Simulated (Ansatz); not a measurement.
Results of HSE06+SOC in Ansatz (plane waves, PAW) for Ag₂S (within 0.1 Å of Cmcm, No. 63, 6 atoms in the cell; start mp-556225; a measured phase of this formula has another space group).

Run with plane-wave cutoff 460 eV, 6×4×6 k mesh (along the axes of the cell as run), Fermi–Dirac smearing 0.01 eV, PAW data made under PBE.

Cell (relaxed with PBEsol):

```yaml
crystal:
  lattice:
    - [4.17223, 0.00000, -0.01067]
    - [0.00000, 7.20415, 0.00000]
    - [-1.56361, 0.00000, 3.86853]
  atoms:
    - { symbol: Ag, position: [0.10788, 0.25000, 0.89194] }
    - { symbol: Ag, position: [0.89212, 0.75000, 0.10806] }
    - { symbol: Ag, position: [0.50000, 0.00000, 0.50000] }
    - { symbol: Ag, position: [0.50000, 0.50000, 0.50000] }
    - { symbol: S, position: [0.72741, 0.25000, 0.27236] }
    - { symbol: S, position: [0.27259, 0.75000, 0.72764] }
```

Question: Predict the band gap.

Answer: 
- band gap = 2.13 eV (on the SCF k mesh) (direct)

Note: cell and atoms aren't relaxed at this level (pressure 4.7 GPa).

Computed values are for the static lattice.

A start named mp-… is a Materials Project structure, which need not be a measured phase.

Ansatz is a quantum-chemistry and plane-wave program.
